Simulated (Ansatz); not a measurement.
Take WSe$_{2}$ in the 2H-MoS2 type structure (space group P6_3/mmc, No. 194; layered, stacked along the Cartesian z axis) as the base.

```yaml
crystal:
  lattice:
    - [3.29989, 0.00000, 0.00000]
    - [-1.64994, 2.85779, 0.00000]
    - [0.00000, 0.00000, 13.15129]
  atoms:
    - { symbol: W, position: [0.33333, 0.66667, 0.25000] }
    - { symbol: W, position: [0.66667, 0.33333, 0.75000] }
    - { symbol: Se, position: [0.33333, 0.66667, 0.62336] }
    - { symbol: Se, position: [0.66667, 0.33333, 0.12336] }
    - { symbol: Se, position: [0.66667, 0.33333, 0.37664] }
    - { symbol: Se, position: [0.33333, 0.66667, 0.87664] }
```

Calculations: Kohn–Sham DFT with the r2SCAN+rVV10 functional, run in Ansatz (a quantum-chemistry and plane-wave program) with PAW and 500 eV plane waves, no SOC.

For the base:

```
Item                  Result
-------------------  -------
Smallest direct gap  1.61 eV
```

Perturbation: a free-standing slab of 2 layers (6 atoms, 3 a layer) is cut normal to the stacking axis, with 15 Å of vacuum and the in-plane cell relaxed.

Q: Predict the new smallest direct gap.

A: The smallest direct gap goes up by 0.05 eV, from 1.61 eV to 1.66 eV.

Q: What does the calculation give for the hole mass after the change?

A: The hole mass (in plane) comes out as 1.2 mₑ (at Γ).

Q: Predict the new excess energy per area of both faces.

A: The excess energy per area of both faces (slab less bulk energy over the cell's area: twice a surface energy) comes out as 0.38 J/m².

Slab and bulk use different k-meshes, which limits the precision of the excess energy. With W present, leaving out spin-orbit coupling can change the band edges. Effective masses come from finite differences of ±0.01 Å⁻¹. Whether these cells are dynamically stable was not tested.
